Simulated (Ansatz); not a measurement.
The starting structures come from a database of crystals and need not be the phases stable at ambient conditions.

 Where the default PAW files enter, the runs use the earlier of Ansatz's two default sets.

Consider the following.

```
CELL_PARAMETERS angstrom
      5.64750     0.00000     0.00000
      0.00000     5.64750     0.00000
      2.82375    -2.82375     5.66217
ATOMIC_POSITIONS crystal
  Zn 0.25000 0.25000 0.50000
  Zn 0.00000 0.00000 0.00000
  Sn 0.75000 0.75000 0.50000
  Sn 0.50000 0.50000 0.00000
  P  0.62500 0.35362 0.25000
  P  0.35362 0.12500 0.75000
  P  0.12500 0.89638 0.25000
  P  0.89638 0.62500 0.75000
```

Space group of this cell: I-42d, chalcopyrite. The cell is taken as given.

Level of theory: r2SCAN (plane waves, PAW; Ansatz, an electronic-structure program).

The current runs along the normal of the first two printed vectors; no spin-orbit coupling. Scaled by the factor s: both lengths across the current (ions clamped). Meshes 6×6×6 and 6×6 across the current in all rows.

| s | mean pressure (GPa) | band gap (eV) |
|---|---|---|
| 0.98 | 3.5 | ? |
| 1.00 | 0.1 | 1.26 |
| 1.02 | -2.6 | 0.97 |

**Question.** Take the slope of the band gap against ln s from the two given rows, extrapolate to s = 0.98, and say what the run there gives.

**Answer.** Slope = (0.97 − 1.26) / ln 1.02 = -14.6 eV. The line gives 1.26 + (-14.6) × ln 0.98 = 1.56 eV. The run gives 1.45 eV, 0.11 eV under the line, 36 % of the predicted step.
